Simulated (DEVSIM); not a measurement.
Structure: Schottky contact on p-type GaAs, at 250 K.

| layer (left to right) | material | thickness (μm) | Na (cm⁻³) | τn (s) | τp (s) |
|---|---|---|---|---|---|
| 1 | GaAs | 0.330 | 2.4e16 | 8.9e-8 | 8.9e-8 |

Left contact: Schottky, work function 4.934 eV, emission velocity 5.3e6 cm/s. Right contact: ohmic. Voltage is applied to the left contact. Recombination: SRH at mid-gap, radiative. Mobility is μmin + (μ − μmin)/(1 + (N/Nref)^α).

The device is made up for the run: typed textbook-type constants, with dimensions and the other settings drawn at random. Values at 300 K; Nc and Nv go as T^1.5, mobilities as T to minus their exponent, the gap by Varshni's rule with the affinity fixed.

| parameter | GaAs |
|---|---|
| gap (eV) | 1.424 |
| affinity (eV) | 4.07 |
| permittivity | 12.9 |
| Nc (cm⁻³) | 4.7e17 |
| Nv (cm⁻³) | 9e18 |
| μn (cm²/Vs) | 8500 |
| μp (cm²/Vs) | 400 |
| μn,min | 500 |
| μp,min | 20 |
| Nref,n | 6e16 |
| Nref,p | 1.5e17 |
| αn | 0.39 |
| αp | 0.38 |
| T exponent of μn | 2.1 |
| T exponent of μp | 2.2 |
| B (cm³/s) | 2e-10 |
| Varshni α (eV/K) | 0.000541 |
| Varshni β (K) | 204 |

DEVSIM, 1D drift-diffusion, Boltzmann statistics, complete ionisation; no tunnelling, impact ionisation, image-force lowering or self-heating. Metal contacts follow the ideal Schottky-Mott rule: no Fermi-level pinning, no interface dipoles.

Question: Tabulate band edges, carrier densities and field at zero bias.

Answer: Energies count from the Fermi level of the right contact; mesh points crowd at the junctions.

```json
[
 {"x (μm)": "0.000", "Ec (eV)": "0.864", "Ev (eV)": "-0.582", "n (cm⁻³)": "< 1e2", "p (cm⁻³)": "1.3e7", "field (V/cm)": "54000"},
 {"x (μm)": "0.005366", "Ec (eV)": "0.893", "Ev (eV)": "-0.553", "n (cm⁻³)": "< 1e2", "p (cm⁻³)": "4.8e7", "field (V/cm)": "53000"},
 {"x (μm)": "0.01175", "Ec (eV)": "0.926", "Ev (eV)": "-0.521", "n (cm⁻³)": "< 1e2", "p (cm⁻³)": "2.2e8", "field (V/cm)": "50000"},
 {"x (μm)": "0.01935", "Ec (eV)": "0.963", "Ev (eV)": "-0.483", "n (cm⁻³)": "< 1e2", "p (cm⁻³)": "1.2e9", "field (V/cm)": "48000"},
 {"x (μm)": "0.03039", "Ec (eV)": "1.014", "Ev (eV)": "-0.432", "n (cm⁻³)": "< 1e2", "p (cm⁻³)": "1.3e10", "field (V/cm)": "44000"},
 {"x (μm)": "0.04152", "Ec (eV)": "1.061", "Ev (eV)": "-0.385", "n (cm⁻³)": "< 1e2", "p (cm⁻³)": "1.2e11", "field (V/cm)": "40000"},
 {"x (μm)": "0.05476", "Ec (eV)": "1.111", "Ev (eV)": "-0.335", "n (cm⁻³)": "< 1e2", "p (cm⁻³)": "1.2e12", "field (V/cm)": "36000"},
 {"x (μm)": "0.07401", "Ec (eV)": "1.174", "Ev (eV)": "-0.272", "n (cm⁻³)": "< 1e2", "p (cm⁻³)": "2.2e13", "field (V/cm)": "29000"},
 {"x (μm)": "0.09341", "Ec (eV)": "1.225", "Ev (eV)": "-0.221", "n (cm⁻³)": "< 1e2", "p (cm⁻³)": "2.4e14", "field (V/cm)": "23000"},
 {"x (μm)": "0.1165", "Ec (eV)": "1.269", "Ev (eV)": "-0.177", "n (cm⁻³)": "< 1e2", "p (cm⁻³)": "1.8e15", "field (V/cm)": "15000"},
 {"x (μm)": "0.1440", "Ec (eV)": "1.301", "Ev (eV)": "-0.145", "n (cm⁻³)": "< 1e2", "p (cm⁻³)": "8.0e15", "field (V/cm)": "7900"},
 {"x (μm)": "0.1780", "Ec (eV)": "1.317", "Ev (eV)": "-0.129", "n (cm⁻³)": "< 1e2", "p (cm⁻³)": "1.7e16", "field (V/cm)": "2700"},
 {"x (μm)": "0.2067", "Ec (eV)": "1.322", "Ev (eV)": "-0.124", "n (cm⁻³)": "< 1e2", "p (cm⁻³)": "2.2e16", "field (V/cm)": "920"},
 {"x (μm)": "0.2309", "Ec (eV)": "1.323", "Ev (eV)": "-0.123", "n (cm⁻³)": "< 1e2", "p (cm⁻³)": "2.3e16", "field (V/cm)": "360"},
 {"x (μm)": "0.2584", "Ec (eV)": "1.324", "Ev (eV)": "-0.122", "n (cm⁻³)": "< 1e2", "p (cm⁻³)": "2.4e16", "field (V/cm)": "120"},
 {"x (μm)": "0.2743", "Ec (eV)": "1.324", "Ev (eV)": "-0.122", "n (cm⁻³)": "< 1e2", "p (cm⁻³)": "2.4e16", "field (V/cm)": "66"},
 {"x (μm)": "0.2852", "Ec (eV)": "1.324", "Ev (eV)": "-0.122", "n (cm⁻³)": "< 1e2", "p (cm⁻³)": "2.4e16", "field (V/cm)": "44"},
 {"x (μm)": "0.2969", "Ec (eV)": "1.324", "Ev (eV)": "-0.122", "n (cm⁻³)": "< 1e2", "p (cm⁻³)": "2.4e16", "field (V/cm)": "29"},
 {"x (μm)": "0.3101", "Ec (eV)": "1.324", "Ev (eV)": "-0.122", "n (cm⁻³)": "< 1e2", "p (cm⁻³)": "2.4e16", "field (V/cm)": "19"},
 {"x (μm)": "0.3178", "Ec (eV)": "1.324", "Ev (eV)": "-0.122", "n (cm⁻³)": "< 1e2", "p (cm⁻³)": "2.4e16", "field (V/cm)": "16"},
 {"x (μm)": "0.3243", "Ec (eV)": "1.324", "Ev (eV)": "-0.122", "n (cm⁻³)": "< 1e2", "p (cm⁻³)": "2.4e16", "field (V/cm)": "15"},
 {"x (μm)": "0.3300", "Ec (eV)": "1.324", "Ev (eV)": "-0.122", "n (cm⁻³)": "< 1e2", "p (cm⁻³)": "2.4e16", "field (V/cm)": "15"}
]
```
